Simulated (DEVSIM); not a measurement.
Structure: Au/SiO2/n-Si capacitor, at 450 K.

```csv
layer (left to right),material,thickness (nm),Nd (cm⁻³)
1,SiO2,19.0,-
2,Si,17000,1.2e15
```

Metal gate on the left, work function 5.1 eV. Fixed charge at the semiconductor interface 0 cm⁻² (in units of +e); no interface traps.

The device is made up for the run: typed textbook-type constants, with dimensions and the other settings drawn at random. Values at 300 K; Nc and Nv go as T^1.5, mobilities as T to minus their exponent, the gap by Varshni's rule with the affinity fixed.

| parameter | SiO2 | Si |
|---|---|---|
| gap (eV) | 9 | 1.124 |
| affinity (eV) | 0.9 | 4.05 |
| permittivity | 3.9 | 11.7 |
| Nc (cm⁻³) | - | 2.86e19 |
| Nv (cm⁻³) | - | 3.1e19 |
| Varshni α (eV/K) | - | 0.000473 |
| Varshni β (K) | - | 636 |

Simulated with DEVSIM: 1D Poisson equation in equilibrium, Boltzmann statistics, complete ionisation; no quantum confinement or tunnelling. Metal contacts follow the ideal Schottky-Mott rule: no Fermi-level pinning, no interface dipoles.

Problem. Tabulate band edges, carrier densities and field at -1.7 V on the gate.

Solution. Energies count from the Fermi level of the right contact; mesh points crowd at the junctions.

```
x (μm)    Ec (eV)  Ev (eV)  n (cm⁻³)  p (cm⁻³)  field (V/cm)
--------  -------  -------  --------  --------  ------------
0.000       5.900   -3.100     < 1e2     < 1e2       -920000
0.001812    5.733   -3.267     < 1e2     < 1e2       -920000
0.006098    5.339   -3.661     < 1e2     < 1e2       -920000
0.01359     4.650   -4.350     < 1e2     < 1e2       -920000
0.01821     4.226   -4.774     < 1e2     < 1e2       -920000
0.01964     0.986   -0.095     4.7e8    4.9e18       -240000
0.02266     0.935   -0.147     1.8e9    1.3e18       -130000
0.03591     0.845   -0.236    1.8e10    1.3e17        -41000
0.06613     0.767   -0.314    1.4e11    1.7e16        -18000
0.1469      0.666   -0.415    1.8e12    1.3e15         -9700
0.3627      0.514   -0.567    9.2e13    2.5e13         -4900
1.312       0.415   -0.667    1.2e15    1.9e12           -15
3.475       0.414   -0.667    1.2e15    1.9e12           ≈ 0
9.076       0.414   -0.667    1.2e15    1.9e12           ≈ 0
14.83       0.414   -0.667    1.2e15    1.9e12           ≈ 0
16.20       0.414   -0.667    1.2e15    1.9e12           ≈ 0
16.71       0.414   -0.667    1.2e15    1.9e12           ≈ 0
16.91       0.414   -0.667    1.2e15    1.9e12           ≈ 0
16.99       0.414   -0.667    1.2e15    1.9e12           ≈ 0
17.01       0.414   -0.667    1.2e15    1.9e12           ≈ 0
17.02       0.414   -0.667    1.2e15    1.9e12           ≈ 0
17.02       0.414   -0.667    1.2e15    1.9e12           ≈ 0
```
